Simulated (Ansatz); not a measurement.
**Nb(N,C): Nb$_{8}$C$_{3}$N$_{5}$**

A 16-atom cell of Nb(N,C) started in the rock salt structure, site fractions N 0.625, C 0.375, short-range order -0.07 in the first shell of the mixed sites (0 is random, a negative value favours unlike neighbours), space group R-3m at the end, an ordered arrangement that its symmetry holds.

The mixing enthalpy is taken against the end members in the rock salt type (which need not be the stable form of NbN and NbC), relaxed in the same cell and mesh, with NbN held in the symmetric form, which may not be a minimum.

Level of theory: PBE (plane waves to 420 eV, PAW; Ansatz, a quantum-chemistry and plane-wave program). Scalar-relativistic, without spin–orbit coupling; the runs are not spin-polarised. Its k-point mesh 5×5×5, Fermi–Dirac width 0.05 eV.

```
Quantity                                                                                          Result
----------------------------------------------------------  --------------------------------------------
volume per atom                                                                                 11.06 Å³
N–Nb bonds                                                  2.264 Å on average, from 2.205 to 2.294 (30)
C–Nb bonds                                                  2.172 Å on average, from 2.165 to 2.187 (18)
mixing enthalpy per site of the mixed sublattice                                                 -67 meV
departure of the mean lattice parameter from Vegard's line                                        +0.2 %
```

```yaml
crystal:
  lattice:
    - [0.00000, 4.46102, 4.46102]
    - [4.45092, 0.01010, 4.45092]
    - [4.46102, 4.46102, 0.00000]
  atoms:
    - { symbol: Nb, position: [0.01172, 0.98270, 0.00280] }
    - { symbol: Nb, position: [0.00474, 0.98579, 0.50473] }
    - { symbol: Nb, position: [0.99722, 0.51730, 0.98827] }
    - { symbol: Nb, position: [0.99721, 0.51731, 0.49721] }
    - { symbol: Nb, position: [0.50279, 0.98270, 0.00279] }
    - { symbol: Nb, position: [0.50280, 0.98269, 0.51172] }
    - { symbol: Nb, position: [0.49526, 0.51421, 0.99526] }
    - { symbol: Nb, position: [0.48827, 0.51730, 0.49722] }
    - { symbol: N, position: [0.25000, 0.25000, 0.25000] }
    - { symbol: N, position: [0.25000, 0.25000, 0.75000] }
    - { symbol: C, position: [0.25001, 0.75000, 0.25000] }
    - { symbol: C, position: [0.24999, 0.75001, 0.75000] }
    - { symbol: N, position: [0.75000, 0.25000, 0.25000] }
    - { symbol: N, position: [0.75000, 0.25000, 0.75000] }
    - { symbol: N, position: [0.75000, 0.74999, 0.25000] }
    - { symbol: C, position: [0.75000, 0.75000, 0.75001] }
```
